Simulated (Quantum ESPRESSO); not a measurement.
Quantum ESPRESSO run on SbAs (R3m, 2 atoms in the cell): self-consistent single point.

Computed with LDA (PZ), GBRV 1.5 ultrasoft (LDA) pseudopotentials (plane waves; Quantum ESPRESSO).

```
SbAs
1.0
    2.02662     1.17007     3.70544
   -2.02662     1.17007     3.70544
    0.00000    -2.34014     3.70544
Sb As
1 1
Direct
  0.23360   0.23360   0.23360
  0.77090   0.77090   0.77090
```

Reference input (self-consistent single point, DFT, LDA (PZ), plane waves, GBRV 1.5 ultrasoft (LDA) pseudopotentials): ecutwfc = 40 Ry; ecutrho = 200 Ry; occupations = smearing; smearing = fd; degauss = 0.0073499 Ry; potentials = {Sb: sb_lda_v1.4.uspp.F.UPF, As: as_lda_v1.uspp.F.UPF}; K_POINTS = automatic 7 7 7 0 0 0; conv_thr = 1e-09 Ry; mixing_beta = 0.4. This run's input differs from it in these lines:

```diff
@@ -19,3 +19,3 @@
 &electrons
-    conv_thr = 1.0d-9
+    conv_thr = 7.3e-05
     mixing_beta = 0.4
```

Output (repeated stretches shortened):

```
     Self-consistent Calculation

     iteration #  1     ecut=    40.00 Ry     beta= 0.40

     total energy              =    -224.22877386 Ry
     estimated scf accuracy    <       0.81160824 Ry

     iteration #  2     ecut=    40.00 Ry     beta= 0.40

     total energy              =    -224.37018726 Ry
     estimated scf accuracy    <       0.05063386 Ry

     iteration #  3     ecut=    40.00 Ry     beta= 0.40

     total energy              =    -224.37356989 Ry
     estimated scf accuracy    <       0.00533793 Ry

     iteration #  4     ecut=    40.00 Ry     beta= 0.40

     total energy              =    -224.37419609 Ry
     estimated scf accuracy    <       0.00047593 Ry

     iteration #  5     ecut=    40.00 Ry     beta= 0.40
     End of self-consistent calculation

     the Fermi energy is     8.4804 ev

!    total energy              =    -224.37422551 Ry
     estimated scf accuracy    <       0.00001564 Ry
     smearing contrib. (-TS)   =      -0.00072075 Ry
     internal energy E=F+TS    =    -224.37350476 Ry

     convergence has been achieved in   5 iterations

     Forces acting on atoms (cartesian axes, Ry/au):

     atom    1 type  1   force =     0.00000000    0.00000000   -0.01178170
     atom    2 type  2   force =     0.00000000    0.00000000    0.01178170

     Total force =     0.016662     Total SCF correction =     0.009018
     SCF correction compared to forces is large: reduce conv_thr to get better values

          total   stress  (Ry/bohr**3)                   (kbar)     P=      -25.86
  -0.00014115   0.00000000  -0.00000000          -20.76        0.00       -0.00
  -0.00000000  -0.00014115   0.00000000           -0.00      -20.76        0.00
  -0.00000000   0.00000000  -0.00024516           -0.00        0.00      -36.06

   JOB DONE.
```

The run converged in 5 iterations. Against the reference run the free energy is nearly the same (within 1 meV/atom), the pressure goes from -3.29 to -2.59 GPa and the largest force goes from 0.202 to 0.303 eV/Å. The full log also holds: “SCF correction compared to forces is large: reduce conv_thr to get better values”.

The starting cell comes from a database of computed structures (which also holds hypothetical and non-ambient phases and stackings), without a prior relaxation at this level. Its lattice was rescaled by up to half a per cent. One atom was moved a little off its site on purpose. The run gives no clean gap (levels at the Fermi energy touch, overlap or are partly filled at this smearing), which alone does not show that the compound is a metal.
